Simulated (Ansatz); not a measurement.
Effect of uniaxial strain ε_zz = +0.50 % on Ta

The parent structure is Ta in the bcc (W type) structure (space group Im-3m, No. 229; a = 3.306 Å; relaxed with 0.1 eV smearing). Axes: x, y, z lie along the cube axes.

The change: the cell is stretched by 0.50 % along z with no lateral relaxation, atoms relaxed at fixed cell.

Computed with r2SCAN, PAW, 500 eV (Ansatz, a first-principles code; no SOC). Γ-centred 28×28×28 mesh, Fermi–Dirac width 0.1 eV.

```csv
quantity,base,changed,shift
space group,Im-3m (No. 229),I4/mmm (No. 139),–
shortest interatomic distance,2.863 Å,2.868 Å,+0.005 Å
energy relative to the base (free energy F),0 meV/atom,+0.4 meV/atom,+0.4 meV/atom
band gap,zero,zero,–
"stress (xx, yy, zz, yz, xz, xy; compression positive)",–,"(-0.8, -0.8, -1.3, 0.0, 0.0, 0.0) GPa",–
```

No phonon test of stability was made. The final runs are not spin-polarised.
